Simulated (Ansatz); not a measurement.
# Al: response to strain

Start from Al in the fcc (Cu type) structure (space group Fm-3m, No. 225; a = 3.984 Å; relaxed with 0.1 eV smearing).

Strains are applied to the cell and any free atomic positions relax.

Calculations: plane-wave PAW DFT at the LDA level (Ansatz, a quantum-chemistry and plane-wave program, 420 eV), no SOC.

Candidates:
(a) isotropic strain +3.00 %
(b) isotropic strain +1.50 %
(c) isotropic strain −2.00 %
(d) isotropic strain −0.50 %
(e) isotropic strain +2.50 %

Notes on the quantities. energy relative to the base: free energy F.

**Question.** Order them by energy relative to the base, highest first.

**Answer.** (a) isotropic strain +3.00 % (+30 meV/atom), (e) isotropic strain +2.50 % (+21 meV/atom), (c) isotropic strain −2.00 % (+16 meV/atom), (b) isotropic strain +1.50 % (+7.9 meV/atom), (d) isotropic strain −0.50 % (+1.0 meV/atom)

Whether these cells are dynamically stable was not tested.
